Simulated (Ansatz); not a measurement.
Consider ZnSe in the zinc blende structure (space group F-43m, No. 216).

```yaml
crystal:
  lattice:
    - [0.00000, 2.83278, 2.83278]
    - [2.83278, 0.00000, 2.83278]
    - [2.83278, 2.83278, 0.00000]
  atoms:
    - { symbol: Zn, position: [0.00000, 0.00000, 0.00000] }
    - { symbol: Se, position: [0.25000, 0.25000, 0.25000] }
```

Cartesian axes are those of the cell as printed.

Computed with r2SCAN (Ansatz, a first-principles code), no spin-orbit coupling.

One thing is altered: uniaxial strain ε_zz = −2.00 %, all other strain components held at zero; the atoms relax in the strained cell.

Question: Predict the stress tensor and what it implies for the stiffness.

Answer: Stress of the strained cell less that of the base (GPa, compression positive):
```
   1.13    0.00    0.00
   0.00    1.13    0.00
   0.00    0.00    1.85
```

Then −Δσ_ii/ε with ε = -0.0200 gives secant stiffness values (nonlinear terms included at this strain): C33 ≈ 92 GPa, C13 ≈ 57 GPa and C23 ≈ 57 GPa.

Stability against distortions was not tested.
